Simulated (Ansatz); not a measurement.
Base system: ZnCu$_{2}$SnS$_{4}$ (space group I-4, No. 82).

```
CELL_PARAMETERS angstrom
     -2.68686     2.68686     5.37741
      2.68686    -2.68686     5.37741
      2.68686     2.68686    -5.37741
ATOMIC_POSITIONS crystal
  Cu 0.00000 0.00000 0.00000
  Cu 0.75000 0.25000 0.50000
  Zn 0.25000 0.75000 0.50000
  Sn 0.50000 0.50000 0.00000
  S  0.37036 0.89854 0.00905
  S  0.10146 0.11050 0.47182
  S  0.88950 0.36131 0.99095
  S  0.63869 0.62964 0.52818
```

All numbers come from plane-wave PAW DFT at the PBEsol level (Ansatz, a quantum-chemistry and plane-wave program, 420 eV), no spin-orbit coupling.

Base values:

| Property | Value |
|---|---|
| Pressure | 0.0 GPa |

Modification: an isotropic linear strain of +1.50 %, atoms relaxed at fixed cell.

**Question.** Predict the new energy relative to the base.

**Answer.** The energy rises by 9.3 meV/atom.

**Question.** What does the calculation give for the pressure after the change?

**Answer.** The pressure (mean of the normal stresses, compression positive) goes from zero to -3.2 GPa.

Stability against distortions was not tested. The final runs are not spin-polarised.
